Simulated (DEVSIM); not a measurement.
System: abrupt Si n-p junction, at 400 K.

Layer 1 from the left is Si, thickness (μm) 0.260, Nd (cm⁻³) 3.4e16, τn (s) 0.00013, τp (s) 0.00013. Layer 2 from the left is Si, thickness (μm) 1.40, Na (cm⁻³) 8.4e16, τn (s) 0.00013, τp (s) 0.00013.

Left contact: ohmic. Right contact: ohmic. Voltage is applied to the left contact. Recombination: SRH at mid-gap, Auger. Mobility is μmin + (μ − μmin)/(1 + (N/Nref)^α).

Constants are typed, rounded textbook-type inputs, not results; the design itself was drawn at random and stands for no fabricated device. Values at 300 K; Nc and Nv go as T^1.5, mobilities as T to minus their exponent, the gap by Varshni's rule with the affinity fixed.

Si: gap (eV) 1.124, affinity (eV) 4.05, permittivity 11.7, Nc (cm⁻³) 2.86e19, Nv (cm⁻³) 3.1e19, μn (cm²/Vs) 1417, μp (cm²/Vs) 470, μn,min 52, μp,min 45, Nref,n 9.7e16, Nref,p 2.2e17, αn 0.68, αp 0.72, T exponent of μn 2.3, T exponent of μp 2.2, Cn (cm⁶/s) 2.8e-31, Cp (cm⁶/s) 9.9e-32, Varshni α (eV/K) 0.000473, Varshni β (K) 636.

Model (solved in DEVSIM): 1D drift-diffusion, Boltzmann statistics, complete ionisation; no tunnelling, impact ionisation, image-force lowering or self-heating.

### Question
What does the simulation give for the dark forward voltage at 100 A/cm², the largest field in the device at zero bias, the potential step across the device at zero bias, the dark forward voltage at 1 A/cm²?

### Answer
dark forward voltage at 100 A/cm² 0.502 V; largest field in the device at zero bias 65000 V/cm; potential step across the device at zero bias 0.631 V; dark forward voltage at 1 A/cm² 0.332 V.
